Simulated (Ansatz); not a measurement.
Results of r²SCAN+rVV10 (plane waves, PAW; Ansatz, a first-principles code) for Si (P6₃/mmc, No. 194, 4 atoms in the cell; start mp-165; another form than the element's usual one).

Numerical settings: plane-wave cutoff 560 eV, 12×12×6 k mesh (along the axes of the cell as run), Fermi–Dirac smearing 0.01 eV, scalar-relativistic PAW data made under PBE.

Computed at the level's own relaxed cell.

```
CELL_PARAMETERS angstrom
      3.82545     0.00000     0.00000
     -1.91272     3.31294     0.00000
      0.00000     0.00000     6.33353
ATOMIC_POSITIONS crystal
  Si 0.33333 0.66667 0.06314
  Si 0.66667 0.33333 0.93686
  Si 0.66667 0.33333 0.56314
  Si 0.33333 0.66667 0.43686
```

Problem. List the 9 lowest band energies at Γ above −25 eV (eV, relative to the valence band maximum), grouping those that round alike.

Solution. At Γ: -12.82, -10.41, -7.58, -1.61 (×2), -0.39, 0.00 (×2), 1.36.

A start named mp-… is a Materials Project structure, which need not be a measured phase.
